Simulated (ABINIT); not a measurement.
**A self-consistent single point of Mg₂Cu (Ibam, 6 atoms in the cell) with ABINIT**

Computed with PBEsol, PAW (JTH v2.0 PBE PAW, files made for PBE) (plane waves; ABINIT).

The input file:

```
# Mg2Cu, JTH v2.0 PBE PAW
pp_dirpath "./"
pseudos "Mg.GGA_PBE-JTH.xml, Cu.GGA_PBE-JTH.xml"
acell 9.8542910968 9.8542910968 9.8542910968
rprim
        -0.6127467856    0.6139357400    0.4976186129
         0.6127467856   -0.6139357400    0.4976186129
         0.6127467856    0.6139357400   -0.4976186129
natom 6
ntypat 2
znucl 12 29
typat 1 1 1 1 2 2
xred
         0.6679500000    0.8321100000    0.5000600000
         0.3320500000    0.1678900000    0.4999400000
         0.8320500000    0.3321100000    0.1641600000
         0.1679500000    0.6678900000    0.8358400000
         0.7500000000    0.7500000000    0.0000000000
         0.2500000000    0.2500000000    0.0000000000
ecut 30
pawecutdg 60
ixc -116133
occopt 3
tsmear 0.1 eV
nband 49
kptopt 1
ngkpt 5 5 5
nshiftk 1
shiftk 0 0 0
nstep 100
tolvrs 1.0e-11
prtwf 0
prtden 0
prtvol 1
enunit 2
```

Log, with long lists cut:

```
 Symmetries : space group Ib a m (# 72); Bravais oI (body-center ortho.)

 -outvars: echo values of preprocessed input variables --------
            acell      9.8542910968E+00  9.8542910968E+00  9.8542910968E+00 Bohr
             ecut      3.00000000E+01 Hartree
           enunit           2
              ixc     -116133
         kptrlatt        5    0    0      0    5    0      0    0    5
          kptrlen      4.90367867E+01
            natom           6
            nband          49
            ngfft          50      50      50
          ngfftdg          72      72      72
             nkpt          27
            nstep         100
             nsym           8
           ntypat           2
           occopt           3
        pawecutdg      6.00000000E+01 Hartree
            rprim     -6.1274678560E-01  6.1393574000E-01  4.9761861290E-01
                       6.1274678560E-01 -6.1393574000E-01  4.9761861290E-01
                       6.1274678560E-01  6.1393574000E-01 -4.9761861290E-01
          spgroup          72
           tolvrs      1.00000000E-11
           tsmear      3.67493254E-03 Hartree
            typat      1  1  1  1  2  2
           useylm           1
             xred      6.6795000000E-01  8.3211000000E-01  5.0006000000E-01
                       3.3205000000E-01  1.6789000000E-01  4.9994000000E-01
                       8.3205000000E-01  3.3211000000E-01  1.6416000000E-01
                       1.6795000000E-01  6.6789000000E-01  8.3584000000E-01
                       7.5000000000E-01  7.5000000000E-01  0.0000000000E+00
                       2.5000000000E-01  2.5000000000E-01  0.0000000000E+00
            znucl       12.00000   29.00000

== DATASET  1 ==================================================================

 Real(R)+Recip(G) space primitive vectors, cartesian coordinates (Bohr,Bohr^-1):
 R(1)= -6.0381852  6.0499015  4.9036787  G(1)=  0.0000000  0.0826460  0.1019643
 R(2)=  6.0381852 -6.0499015  4.9036787  G(2)=  0.0828063  0.0000000  0.1019643
 R(3)=  6.0381852  6.0499015 -4.9036787  G(3)=  0.0828063  0.0826460  0.0000000
 Unit cell volume ucvol=  7.1653388E+02 bohr^3
 Angles (23,13,12)=  1.04423241E+02  1.04250740E+02  1.20314853E+02 degrees

 Coarse grid specifications (used for wave-functions):

 getcut: wavevector=  0.0000  0.0000  0.0000  ngfft=  50  50  50
         ecut(hartree)=     30.000   => boxcut(ratio)=   2.05820

 Fine grid specifications (used for densities):

 getcut: wavevector=  0.0000  0.0000  0.0000  ngfft=  72  72  72
         ecut(hartree)=     60.000   => boxcut(ratio)=   2.09543

   9.42418408E+03                                ecore*ucvol(ha*bohr**3)

_setup2: Arith. and geom. avg. npw (full set) are    5623.944    5623.934

--- !BeginCycle
solver: {iscf: 17, nstep: 100, nline: 4, wfoptalg: 10, }
tolerances: {tolvrs: 1.00E-11, }
...

     iter   Etot(hartree)      deltaE(h)  residm     nres2
 ETOT  1  -644.93253699012    -6.449E+02 5.621E+00 5.079E+01
 ETOT  2  -649.57171515011    -4.639E+00 5.002E-02 3.797E+01
 ETOT  3  -649.51265775187     5.906E-02 3.756E-02 2.018E+01
 ETOT  4  -649.49485574436     1.780E-02 2.787E-02 3.547E+00
 ETOT  5  -649.48442969368     1.043E-02 5.695E-03 1.831E-01
 ETOT  6  -649.48439997843     2.972E-05 2.977E-03 1.788E-02
   [... 7 lines left out ...]
 ETOT 14  -649.48440822116     7.060E-11 2.926E-03 2.493E-08
 ETOT 15  -649.48440822114     2.410E-11 8.729E-04 6.936E-10
 ETOT 16  -649.48440822113     2.387E-12 5.698E-04 1.753E-10
 ETOT 17  -649.48440822114    -9.095E-12 1.102E-04 2.023E-11
 ETOT 18  -649.48440822113     1.057E-11 1.520E-04 2.252E-12

 At SCF step   18       nres2   =  2.25E-12 < tolvrs=  1.00E-11 =>converged.

 Cartesian components of stress tensor (hartree/bohr^3)
  sigma(1 1)=  1.53451945E-06  sigma(3 2)=  0.00000000E+00
  sigma(2 2)=  7.34951360E-07  sigma(3 1)=  0.00000000E+00
  sigma(3 3)=  2.79727101E-05  sigma(2 1)=  0.00000000E+00

 ----iterations are completed or convergence reached----

 reduced coordinates (array xred) for    6 atoms
       0.667950000000      0.832110000000      0.500060000000
       0.332050000000      0.167890000000      0.499940000000
       0.832050000000      0.332110000000      0.164160000000
       0.167950000000      0.667890000000      0.835840000000
       0.750000000000      0.750000000000      0.000000000000
       0.250000000000      0.250000000000      0.000000000000
 cartesian forces (eV/Angstrom) at end:
    1     -0.03669352828289     0.04186481978334     0.00000000000000
    2      0.03669352828289    -0.04186481978334    -0.00000000000000
    3     -0.03669352828289    -0.04186481978334     0.00000000000000
    4      0.03669352828289     0.04186481978334     0.00000000000000
    5      0.00000000000000     0.00000000000000     0.00000000000000
    6      0.00000000000000    -0.00000000000000     0.00000000000000
 frms,max,avg= 2.6242790E-02 4.1864820E-02   0.000E+00  0.000E+00  0.000E+00 e/A
 length scales=  9.854291096800  9.854291096800  9.854291096800 bohr
              =  5.214666255238  5.214666255238  5.214666255238 angstroms
 Fermi (or HOMO) energy (hartree) =   0.19603   Average Vxc (hartree)=  -0.34709
 Eigenvalues (hartree) for nkpt=  27  k points:
 kpt#   1, nband= 49, wtk=  0.00800, kpt=  0.0000  0.0000  0.0000 (reduced coord)
  -3.94511   -3.94497   -2.56895   -2.56889   -2.56879   -2.56879   -2.38431   -2.38429
  -2.38416   -2.38414   -2.38347   -2.38175   -1.35554   -1.35539   -1.35479   -1.35479
  -1.35471   -1.35470   -1.35405   -1.35372   -1.35292   -1.35292   -1.35285   -1.35269
  -0.09242    0.05002    0.05516    0.05518    0.05765    0.07538    0.07999    0.08400
   0.09334    0.10016    0.10017    0.16606    0.16615    0.18851    0.19514    0.22253
   0.22303    0.23246    0.25622    0.26871    0.29948    0.32344    0.32389    0.45326
   0.45496
      occupation numbers for kpt#   1
   2.00000    2.00000    2.00000    2.00000    2.00000    2.00000    2.00000    2.00000
   2.00000    2.00000    2.00000    2.00000    2.00000    2.00000    2.00000    2.00000
   2.00000    2.00000    2.00000    2.00000    2.00000    2.00000    2.00000    2.00000
   2.00000    2.00000    2.00000    2.00000    2.00000    2.00000    2.00000    2.00000
   2.00000    2.00000    2.00000    1.99943    1.99941    1.77141    1.12081    0.00148
   0.00129    0.00010    0.00000    0.00000    0.00000    0.00000    0.00000    0.00000
   0.00000
 prteigrs : prtvol=0 or 1, do not print more k-points.

 Fermi (or HOMO) energy (eV) =   5.33425   Average Vxc (eV)=  -9.44473
 Eigenvalues (   eV  ) for nkpt=  27  k points:
 kpt#   1, nband= 49, wtk=  0.00800, kpt=  0.0000  0.0000  0.0000 (reduced coord)
-107.35186 -107.34813  -69.90475  -69.90295  -69.90026  -69.90025  -64.88034  -64.87989
 -64.87629  -64.87585  -64.85765  -64.81080  -36.88599  -36.88192  -36.86583  -36.86575
 -36.86344  -36.86331  -36.84556  -36.83665  -36.81490  -36.81485  -36.81284  -36.80858
  -2.51475    1.36116    1.50101    1.50154    1.56872    2.05116    2.17669    2.28581
   2.53999    2.72540    2.72583    4.51880    4.52125    5.12949    5.30997    6.05523
   6.06894    6.32567    6.97199    7.31186    8.14930    8.80135    8.81336   12.33376
  12.38001
 prteigrs : prtvol=0 or 1, do not print more k-points.

--- !EnergyTerms
comment             : Components of total free energy in Hartree
kinetic             :  3.58742098212419E+01
hartree             :  1.86370455002818E+02
xc                  : -1.02109056168741E+01
Ewald energy        : -2.98302649344366E+02
psp_core            :  1.31524613139754E+01
local_psp           : -4.75779177746787E+02
spherical_terms     : -1.00586521329256E+02
internal            : -6.49482127899249E+02
'-kT*entropy'       : -2.27978494616261E-03
total_energy        : -6.49484407684195E+02
total_energy_eV     : -1.76733695285794E+04
...

-Cartesian components of stress tensor (GPa)         [Pressure= -2.9659E-01 GPa]
- sigma(1 1)=  4.51471132E-02  sigma(3 2)=  0.00000000E+00
- sigma(2 2)=  2.16230119E-02  sigma(3 1)=  0.00000000E+00
- sigma(3 3)=  8.22985406E-01  sigma(2 1)=  0.00000000E+00

 Calculation completed.
```

The run converged in 18 iterations.

The starting cell comes from a database of computed structures (which also holds hypothetical and non-ambient phases and stackings), without a prior relaxation at this level. Spin polarisation is off. The potentials were made for another functional than the one used.

These are the values that this program gave, and no reference: the one-centre exchange-correlation terms come from a truncated expansion.

Cost on one core of a shared machine: roughly 9 min.
